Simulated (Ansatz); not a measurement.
**How far to go with shifted k-point meshes: TiTc (P4mm, 2 atoms in the cell)**

```yaml
crystal:
  lattice:
    - [3.10375, 0.00000, 0.00000]
    - [0.00000, 3.10375, 0.00000]
    - [0.00000, 0.00000, 3.10375]
  atoms:
    - { symbol: Ti, position: [0.50000, 0.50000, 0.51611] }
    - { symbol: Tc, position: [0.00000, 0.00000, 0.00000] }
```

Method: PBEsol, default PAW files made with PBE (plane waves; Ansatz, an electronic-structure program).

Base settings: basis.ecutwfc = 500 eV; kpoints.mp_grid.grid = 11 11 11; hamiltonian.xc = pbesol; hamiltonian.pseudopotentials = {kind: paw} (the program's default PAW files); scf.occupations.method = fermi_dirac; scf.occupations.width = 0.1 eV.

In this ladder: kpoints.mp_grid.shift = 0.5 0.5 0.5.

Only quantities that move along the ladder and can be compared are tabulated.

The count of work is k-points × plane waves × bands × iterations; it is no time. Core times come from one kind of shared machine, to one figure; runs under 30 s give none.

The starting cell comes from a database of computed structures (which also holds hypothetical and non-ambient phases and stackings), without a prior relaxation at this level. Its lattice was rescaled by up to half a per cent. One atom was moved a little off its site on purpose. Spin polarisation is off. In the base run, with a pressure of about -7 GPa the cell is away from its equilibrium volume at this level. Ansatz's pressure includes its estimate of the finite-basis (Pulay) stress.

Steps (kpoints.mp_grid.grid): 2 2 2; 3 3 3; 4 4 4; 5 5 5; 6 6 6; 7 7 7; 8 8 8; 9 9 9; 10 10 10; 11 11 11; 12 12 12; 14 14 14; 15 15 15; 17 17 17; 19 19 19; 21 21 21; 23 23 23; 25 25 25; 28 28 28; 31 31 31; 35 35 35.

**Question.** What is the coarsest kpoints.mp_grid.grid that holds the pressure within 0.1 GPa of the last step, with all finer ones?

**Answer.** 11 11 11, at 0.041 of the last step's count of work; the step before is off by 0.11 GPa.

**Question.** What is the coarsest kpoints.mp_grid.grid that holds the free energy within 5 meV/atom of the last step, with all finer ones?

**Answer.** 9 9 9, at 0.024 of the last step's count of work; the step before is off by 5.8 meV/atom.

**Question.** What is the coarsest kpoints.mp_grid.grid that holds the forces within 0.02 eV/Å of the last step, with all finer ones?

**Answer.** 4 4 4, at 0.0019 of the last step's count of work; the step before is off by 0.032 eV/Å.

| kpoints.mp_grid.grid | free energy less the last step's (meV/atom) | pressure (GPa) | largest difference of a force vector from the last step's (eV/Å) | count of work / last | core time / last (rough) |
|---|---|---|---|---|---|
| 2 2 2 | -371.36 | -6.97 | 0.156 | 0.00032 | – |
| 3 3 3 | -105.04 | -10.67 | 0.032 | 0.0019 | – |
| 4 4 4 | 100.00 | -6.21 | 0.011 | 0.0019 | – |
| 5 5 5 | -17.48 | -6.97 | 0.018 | 0.0058 | – |
| 6 6 6 | 12.38 | -6.21 | 0.017 | 0.0058 | – |
| 7 7 7 | 0.12 | -6.46 | 0.003 | 0.013 | – |
| 8 8 8 | -5.77 | -6.99 | 0.008 | 0.013 | – |
| 9 9 9 | 2.06 | -6.69 | 0.002 | 0.024 | – |
| 10 10 10 | 0.59 | -6.65 | 0.006 | 0.024 | – |
| 11 11 11 | -1.19 | -6.82 | 0.000 | 0.041 | – |
| 12 12 12 | 1.15 | -6.76 | 0.001 | 0.041 | – |
| 14 14 14 | -0.09 | -6.75 | 0.001 | 0.064 | – |
| 15 15 15 | 0.45 | -6.74 | 0.000 | 0.094 | – |
| 17 17 17 | -0.05 | -6.76 | 0.000 | 0.13 | – |
| 19 19 19 | -0.15 | -6.76 | 0.000 | 0.18 | – |
| 21 21 21 | 0.07 | -6.75 | 0.000 | 0.24 | 0.3 |
| 23 23 23 | 0.03 | -6.76 | 0.000 | 0.30 | – |
| 25 25 25 | -0.04 | -6.76 | 0.000 | 0.38 | 0.3 |
| 28 28 28 | -0.02 | -6.76 | 0.000 | 0.48 | 0.6 |
| 31 31 31 | -0.01 | -6.76 | 0.000 | 0.71 | 0.8 |
| 35 35 35 | 0.00 | -6.75 | 0.000 | 1.0 | 1 |

Keys are those of Ansatz 0.2.
